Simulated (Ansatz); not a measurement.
**Question.** Name crystals whose resistivity at 300 K lies between 40 and 63 μΩ·cm and whose electron-phonon coupling λ lies between 0.29 and 0.46, by PBEsol, DFPT electron-phonon coupling, linearised Boltzmann equation in Ansatz (an electronic-structure program).

**Answer.** Many crystals can fit; among those computed here:
- VSi$_{2}$ (P6_222): 50 μΩ·cm, 0.37
- TiAs (P6_3/mmc): 43 μΩ·cm, 0.35
- ScTe (P6_3/mmc): 48 μΩ·cm, 0.37
- LaRuSi (P4/nmm): 45 μΩ·cm, 0.44
- Ni3Sn2S2 (R-3m): 49 μΩ·cm, 0.39

Metals; harmonic phonons alone scatter; means over directions. Halving the electron mesh moves these values by up to 11 %; q meshes are mostly untested. Some of the runs warned that the eigensolver left states short of its tolerance. Spin-orbit coupling is left out.

Formula and space group known from diffraction (Crystallography Open Database), not checked to be the room-temperature form: LaRuSi (P4/nmm), Ni3Sn2S2 (R-3m), ScTe (P6_3/mmc), TiAs (P6_3/mmc). Treated as nonmagnetic (a ferromagnetic start lost its moment, other orders weren't tried): Ni3Sn2S2 (R-3m), VSi2 (P6_222).
